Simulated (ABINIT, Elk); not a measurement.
An Elk input for a self-consistent single point of ZrTi2 (P6/mmm, 3 atoms in the cell) (DFT, LDA (PW92), all-electron FP-LAPW, Elk's shipped species files, default APW+lo basis):

```
tasks
  0

swidth
  0.00367493

maxscl
  100

avec
    8.7492844825    0.0000000176    0.0000000000
   -4.3746422565    7.5771026180    0.0000000000
    0.0000000000    0.0000000000    5.5621839704

atoms
  2
  'Zr.in'
  1
  0.0000000000  0.0000000000  0.0000000000    0.0 0.0 0.0
  'Ti.in'
  2
  0.6666666667  0.3333333333  0.5000000000    0.0 0.0 0.0
  0.3333333333  0.6666666667  0.5000000000    0.0 0.0 0.0

ngridk
  8 8 11
```

**Question.** Translate this input to ABINIT.

**Answer.** One input that does it (others would too):

```
# ZrTi2, PseudoDojo nc-sr-04 LDA standard
pp_dirpath "./"
pseudos "Zr.upf, Ti.upf"
acell 8.7492844825 8.7492844825 5.5621839704
rprim
         1.0000000000    0.0000000020    0.0000000000
        -0.5000000017    0.8660254028    0.0000000000
         0.0000000000    0.0000000000    1.0000000000
natom 3
ntypat 2
znucl 40 22
typat 1 2 2
xcart
         0.0000000000    0.0000000000    0.0000000000
         2.3149609772    1.3365433496    1.4716905000
        -0.0000000054    2.6730866898    1.4716905000
      Angstrom
ecut 42
ixc 7
occopt 3
tsmear 0.00367493
nband 24
kptopt 1
ngkpt 8 8 11
nshiftk 1
shiftk 0 0 0
nstep 50
toldfe 1.0e-09
prtwf 0
prtden 0
enunit 2
```

Basis, cutoffs, solver keys and any potentials are the target program's own. This input uses DFT, LDA (PW92), plane waves, norm-conserving pseudopotentials (PseudoDojo nc-sr-04 LDA standard). LDA parametrisations can differ slightly between programs.

The starting cell comes from a database of computed structures (which also holds hypothetical and non-ambient phases and stackings), without a prior relaxation at this level. For this run, on top of that: lattice scaled by 0.98.
